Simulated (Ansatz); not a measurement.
Start from PbO2 in the rutile structure (space group P4_2/mnm, No. 136; a = 4.998 Å, c = 3.411 Å). Axes: x, y, z lie along a, b, c of the conventional cell.

Calculations: PBEsol (Ansatz, an electronic-structure program), without spin-orbit coupling.

Before the change:

```
Quantity                         Value
-----------------------------  -------
Shortest interatomic distance  2.174 Å
```

Now apply this change: the cell is stretched by 3.00 % along z with no lateral relaxation, atoms relaxed at fixed cell.

**Question.** What happens to the shortest interatomic distance and energy relative to the base?

**Answer.** The shortest interatomic distance increases by 0.006 Å (2.174 Å → 2.180 Å); the energy increases by 9.7 meV/atom.

The cells carry an imposed strain or load. No phonon test of stability was made. All final runs are without spin polarisation.
